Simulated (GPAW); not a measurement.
**Input and output of a self-consistent single point for HfCuGe (Pnma, 12 atoms in the cell) (GPAW)**

Method: LDA (Perdew-Wang 92), GPAW PAW datasets LDA (gpaw-data 1.0.1) (plane waves; GPAW).

This input was run:

```python
from ase import Atoms
from ase.units import GPa
from gpaw import GPAW

atoms = Atoms(['Hf', 'Hf', 'Hf', 'Hf', 'Cu', 'Cu', 'Cu', 'Cu', 'Ge', 'Ge', 'Ge', 'Ge'],
              cell=[[6.426560, 0.000000, 0.000000],
                    [0.000000, 3.913750, 0.000000],
                    [0.000000, 0.000000, 7.305450]],
              positions=[[0.076605, 0.978437, 5.908502],
                         [6.349955, 2.935312, 1.396948],
                         [3.136675, 2.935312, 2.255777],
                         [3.289885, 0.978437, 5.049673],
                         [1.064431, 0.978437, 3.108542],
                         [5.362129, 2.935312, 4.196908],
                         [2.148849, 2.935312, 6.761267],
                         [4.277711, 0.978437, 0.544183],
                         [4.992023, 0.978437, 2.888502],
                         [1.434537, 2.935312, 4.416948],
                         [4.647817, 2.935312, 6.541227],
                         [1.778743, 0.978437, 0.764223]],
              pbc=True)

calc = GPAW(mode={'name': 'pw', 'ecut': 850},
            xc='LDA',
            kpts=(3, 5, 3),
            occupations={'name': 'methfessel-paxton', 'width': 0.05, 'order': 0},
            nbands=-18,
            symmetry={'symmorphic': False, 'tolerance': 0.0005},
            maxiter=100)

atoms.calc = calc

energy = atoms.get_potential_energy()
print('Energy (eV):', round(energy, 6))
forces = atoms.get_forces()
print('Forces (eV/Ang):')
print(forces.round(5))
stress = atoms.get_stress()
print('Stress (GPa, Voigt):', (stress / GPa).round(4))
```

Output, abridged:

```
Input parameters:
  kpts: [3 5 3]
  maxiter: 100
  mode: {ecut: 850,
         name: pw}
  nbands: -18
  occupations: {name: methfessel-paxton,
                order: 0,
                width: 0.05}
  symmetry: {symmorphic: False,
             tolerance: 0.0005}

species:
  Hf:
    name: Hafnium
    Z: 72.0
    valence: 12
    core: 60
    charge: 0.0
    file: Hf.LDA.gz

    # Using partial waves for Hf as LCAO basis

  Cu:
    name: Copper
    Z: 29.0
    valence: 11
    core: 18
    charge: 0.0
    file: Cu.LDA.gz

    # Using partial waves for Cu as LCAO basis

  Ge:
    name: Germanium
    Z: 32.0
    valence: 4
    core: 28
    charge: 0.0
    file: Ge.LDA.gz

    # Using partial waves for Ge as LCAO basis

Reference energy: -2046440.973000  # eV

Spin-paired calculation

Convergence criteria:
 Maximum [total energy] change in last 3 cyles: 0.0005 eV / valence electron
 Maximum integral of absolute [dens]ity change: 0.0001 electrons / valence electron
 Maximum integral of absolute [eigenst]ate change: 4e-08 eV^2 / valence electron
 Maximum number of scf [iter]ations: 100

Symmetries present (total): 8
Symmetries with fractional translations: 6
45 k-points: 3 x 5 x 3 Monkhorst-Pack grid
12 k-points in the irreducible part of the Brillouin zone
       k-points in crystal coordinates                weights
   0:     0.00000000    0.00000000    0.00000000          1/45
   1:     0.00000000    0.00000000    0.33333333          2/45
   2:     0.00000000    0.20000000    0.00000000          2/45
   3:     0.00000000    0.20000000    0.33333333          4/45
   4:     0.00000000    0.40000000    0.00000000          2/45
   5:     0.00000000    0.40000000    0.33333333          4/45
   6:     0.33333333    0.00000000    0.00000000          2/45
   7:     0.33333333    0.00000000    0.33333333          4/45
   8:     0.33333333    0.20000000    0.00000000          4/45
   9:     0.33333333    0.20000000    0.33333333          8/45
          ...
  11:     0.33333333    0.40000000    0.33333333          8/45

Wave functions: Plane wave expansion
  Cutoff energy: 850.000 eV
  Number of coefficients (min, max): 10295, 10392
  Pulay-stress correction: 0.000000 eV/Ang^3 (de/decut=0.000000)

Occupation numbers: Methfessel-Paxton:
  width: 0.0500  # eV
  order: 0

Eigensolver

Densities:
  Coarse grid: 48*28*50 grid
  Fine grid: 96*56*100 grid
  Total Charge: 0.000000

Density mixing:
  Method: separate
  Backend: pulay
  Linear mixing parameter: 0.05
  old densities: 5
  Damping of long wavelength oscillations: 50

Hamiltonian:
  XC and Coulomb potentials evaluated on a 96*56*100 grid
  External potential:
    NoExternalPotential

Number of atoms: 12
Number of atomic orbitals: 104
Number of bands in calculation: 72
Number of valence electrons: 108
Bands to converge: occupied

Density initialized from atomic densities
  72 bands from LCAO basis set

Atomic positions and initial magnetic moments

Positions:
   0 Hf     0.076605    0.978437    5.908502    ( 0.0000,  0.0000,  0.0000)
   1 Hf     6.349955    2.935312    1.396948    ( 0.0000,  0.0000,  0.0000)
   2 Hf     3.136675    2.935312    2.255777    ( 0.0000,  0.0000,  0.0000)
   3 Hf     3.289885    0.978437    5.049673    ( 0.0000,  0.0000,  0.0000)
   4 Cu     1.064431    0.978437    3.108542    ( 0.0000,  0.0000,  0.0000)
   5 Cu     5.362129    2.935312    4.196908    ( 0.0000,  0.0000,  0.0000)
   6 Cu     2.148849    2.935312    6.761267    ( 0.0000,  0.0000,  0.0000)
   7 Cu     4.277711    0.978437    0.544183    ( 0.0000,  0.0000,  0.0000)
   8 Ge     4.992023    0.978437    2.888502    ( 0.0000,  0.0000,  0.0000)
   9 Ge     1.434537    2.935312    4.416948    ( 0.0000,  0.0000,  0.0000)
  10 Ge     4.647817    2.935312    6.541227    ( 0.0000,  0.0000,  0.0000)
  11 Ge     1.778743    0.978437    0.764223    ( 0.0000,  0.0000,  0.0000)

Unit cell:
           periodic     x           y           z      points  spacing
  1. axis:    yes    6.426560    0.000000    0.000000    48     0.1339
  2. axis:    yes    0.000000    3.913750    0.000000    28     0.1398
  3. axis:    yes    0.000000    0.000000    7.305450    50     0.1461

  Lengths:   6.426560   3.913750   7.305450
  Angles:   90.000000  90.000000  90.000000

Effective grid spacing dv^(1/3) = 0.1398

     iter     time        total  log10-change:
                         energy   eigst   dens
iter:   1 --:--:--   -90.946932
iter:   2 --:--:--   -84.001341   -0.98  -1.17
iter:   3 --:--:--   -80.979662   -0.80  -1.25
iter:   4 --:--:--   -80.320424   -0.82  -1.35
iter:   5 --:--:--   -80.805698   -0.88  -1.53
iter:   6 --:--:--   -81.529563   -0.56  -1.79
iter:   7 --:--:--   -80.499149   -1.91  -1.66
iter:   8 --:--:--   -79.789943   -1.21  -1.94
iter:   9 --:--:--   -79.790671   -2.74  -2.54
iter:  10 --:--:--   -79.787127c  -3.54  -2.57
iter:  11 --:--:--   -79.783637c  -3.36  -2.64
iter:  12 --:--:--   -79.784427c  -3.84  -2.70
iter:  13 --:--:--   -79.782663c  -3.15  -2.76
iter:  14 --:--:--   -79.780773c  -4.25  -3.05
iter:  15 --:--:--   -79.780630c  -4.28  -3.22
iter:  16 --:--:--   -79.780647c  -4.23  -3.39
iter:  17 --:--:--   -79.780454c  -5.17  -3.55
iter:  18 --:--:--   -79.780448c  -5.70  -3.63
iter:  19 --:--:--   -79.780441c  -5.12  -3.65
iter:  20 --:--:--   -79.780419c  -5.60  -3.88
iter:  21 --:--:--   -79.780410c  -6.95  -4.11c
iter:  22 --:--:--   -79.780412c  -5.83  -4.19c
iter:  23 --:--:--   -79.780404c  -6.39  -4.29c
iter:  24 --:--:--   -79.780404c  -8.13c -4.46c

Converged after 24 iterations.

Dipole moment: (0.000000, -0.000031, 0.000000) |e|*Ang

Energy contributions relative to reference atoms: (reference = -2046440.973000)

Kinetic:        +37.054968
Potential:      -35.193348
External:        +0.000000
XC:             -79.968000
Entropy (-ST):   -0.009802
Local:           -1.669123
SIC:             +0.000000
--------------------------
Free energy:    -79.785305
Extrapolated:   -79.780404

Showing only first 2 kpts
 Kpt  Band  Eigenvalues  Occupancy
  0    52     10.52409    0.00000
  0    53     10.83044    0.00000
  0    54     10.96961    0.00000
  0    55     11.05111    0.00000

  1    52      9.67487    2.00000
  1    53     10.18255    1.99999
  1    54     11.12154    0.00000
  1    55     11.44621    0.00000

Fermi level: 10.33980

No gap
No difference between direct/indirect transitions
Energy (eV): -79.780404

Forces in eV/Ang:
  0 Hf    0.04981   -0.00000   -0.08852
  1 Hf   -0.04981    0.00000    0.08852
  2 Hf   -0.04981    0.00000   -0.08852
  3 Hf    0.04981   -0.00000    0.08852
  4 Cu    0.05092   -0.00000   -0.09050
  5 Cu   -0.05092   -0.00000    0.09050
  6 Cu   -0.05092    0.00000   -0.09050
  7 Cu    0.05092   -0.00000    0.09050
  8 Ge   -0.04565   -0.00000    0.00813
  9 Ge    0.04565   -0.00000   -0.00813
 10 Ge    0.04565    0.00000    0.00813
 11 Ge   -0.04565    0.00000   -0.00813

Stress tensor:
     0.019243    -0.000000     0.000000
    -0.000000     0.017415     0.000000
     0.000000     0.000000     0.018659
Stress (GPa, Voigt): [ 3.0831  2.7902  2.9894  0.      0.     -0.    ]
```

The run converged in 24 iterations. GPAW prints stress with tension positive.

The starting cell comes from a database of computed structures (which also holds hypothetical and non-ambient phases and stackings), without a prior relaxation at this level. Spin-orbit coupling is off. Spin polarisation is off.

Cost on one core of a shared machine: roughly 3 min.
